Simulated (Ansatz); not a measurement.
Input:

End structure of a constructed model of the (111) surface of germanium, (√3x√3)R30° Au adatom at H3 (bottom of the slab: 3 H on 3 bottom sites):

```xyz
28
Lattice="6.1094 3.5273 0.0000 -6.1094 3.5273 0.0000 0.0000 0.0000 30.0000" Properties=species:S:1:pos:R:3 pbc="T T T"
Ge     0.0000     0.0000     9.7593
Ge    -2.0365     3.5273     9.7593
Ge     2.0365     3.5273     9.7593
Ge    -4.0729     2.3515    10.5907
Ge     0.0000     2.3515    10.5907
Ge     4.0729     2.3515    10.5907
Ge    -4.0633     2.3459    13.0693
Ge    -0.0096     2.3459    13.0693
Ge     4.0729     2.3626    13.0693
Ge    -2.0365     1.1758    13.9463
Ge     2.0365     1.1758    13.8834
Ge     0.0000     4.7030    13.8834
Ge    -2.0365     1.1758    16.4611
Ge     2.0365     1.1758    16.3743
Ge     0.0000     4.7030    16.3743
Ge     0.0314    -0.0181    17.2408
Ge    -2.0365     3.5635    17.2408
Ge     2.0051     3.5091    17.2408
Ge     0.0739    -0.0427    19.7564
Ge    -2.0365     3.6126    19.7564
Ge     1.9626     3.4846    19.7564
Ge    -3.9583     2.2853    20.6454
Ge    -0.1147     2.2853    20.6454
Ge     4.0729     2.4839    20.6454
H      0.0069    -0.0040     8.2011
H     -2.0365     3.5353     8.2011
H      2.0295     3.5233     8.2011
Au    -2.0365     1.1758    22.0934
```

Set-up: 28 atoms, 13.6 Å thick at the start with caps and adatoms (thin: gaps and levels are the slab's own); mesh 5x5x1; 0.025 eV smearing; dipole correction on; single point; on the structure that PBE left under its start's symmetry; no spin (no spin-polarised run to compare, though such a face may carry moments), no spin-orbit, no U. The slab shows no gap on its mesh. In PBE it is, or lies within 0.01 eV a 1x1 cell of, the lowest of the 2 structures of its composition computed so far; subsurface sites and larger cells were not tried.

**Question.** Give the work function of the top face at the level r2SCAN, at the PBE geometry run with Ansatz (a quantum-chemistry and plane-wave program).

**Answer.** 5.04 eV
